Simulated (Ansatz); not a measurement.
# Pressure series in AgBr

The parent structure is AgBr in the rock salt structure (space group Fm-3m, No. 225).

```cif
data_AgBr
_chemical_formula_sum 'Ag1 Br1'
_space_group_name_H-M_alt 'P 1'
_space_group_IT_number 1
_cell_length_a 4.13010
_cell_length_b 4.13010
_cell_length_c 4.13010
_cell_angle_alpha 60.000
_cell_angle_beta 60.000
_cell_angle_gamma 60.000
loop_
_space_group_symop_operation_xyz
  'x, y, z'
loop_
_atom_site_label
_atom_site_type_symbol
_atom_site_fract_x
_atom_site_fract_y
_atom_site_fract_z
_atom_site_occupancy
Ag1 Ag 0.00000 0.00000 0.00000 1
Br1 Br 0.50000 0.50000 0.50000 1
```

Cell and atoms are relaxed at each pressure.

Computed with DFT with PBE, PAW potentials and a 420 eV plane-wave cutoff in Ansatz (a first-principles code), no spin-orbit coupling.

Candidates:
(a) pressure −2 GPa
(b) pressure 7.5 GPa
(c) pressure 10 GPa
(d) pressure 0.3 GPa

Before the change:

| Item | Value |
|---|---|
| Smallest direct gap | 2.44 eV |

**Question.** Order them by smallest direct gap, highest first.

**Answer.** (c) pressure 10 GPa (3.05 eV), (b) pressure 7.5 GPa (2.92 eV), (d) pressure 0.3 GPa (2.46 eV), (a) pressure −2 GPa (2.26 eV)

Load acts through the strain it causes; cell and atoms are relaxed under it. Stability against distortions was not tested. Competing high-pressure phases were not computed.
